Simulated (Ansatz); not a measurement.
System: TaW₃ (model structure, started from the Cu3Au type, Pm-3m, No. 221, 4 atoms in the cell). Method: LDA (Ansatz, a first-principles code, plane waves, PAW).

Run with plane-wave cutoff 520 eV, 14×14×14 k mesh, Fermi–Dirac smearing 0.05 eV, no spin polarisation, scalar-relativistic PAW data made under PBE.

Cell (relaxed at this level):

```cif
data_TaW3
_chemical_formula_sum 'W3 Ta1'
_space_group_name_H-M_alt 'Pm-3m'
_space_group_IT_number 221
_space_group_name_Hall '-P 4 2 3'
_cell_length_a 4.01431
_cell_length_b 4.01431
_cell_length_c 4.01431
_cell_angle_alpha 90.000
_cell_angle_beta 90.000
_cell_angle_gamma 90.000
loop_
_atom_site_label
_atom_site_type_symbol
_atom_site_symmetry_multiplicity
_atom_site_Wyckoff_symbol
_atom_site_fract_x
_atom_site_fract_y
_atom_site_fract_z
_atom_site_occupancy
W1 W 3 c 0.00000 0.50000 0.50000 1
Ta1 Ta 1 a 0.00000 0.00000 0.00000 1
```

Question: Give the computed bulk modulus.

Answer: 
* **bulk modulus**: 282 GPa

Note: the run has no spin polarisation, so it can have missed a magnetic state; the bulk modulus is −V dP/dV from two relaxed cells at ±2 % in volume; the relaxation could raise the start's symmetry but not lower it, so the cell can be a saddle point.

Spin–orbit coupling is not included.

The computed numbers hold no vibrational or temperature effects.

The result took very roughly 60 core-seconds.

A model structure was made by putting elements into a prototype or built by hand; it is no filed structure, need not be a known phase, and can be a saddle point held by its symmetry.
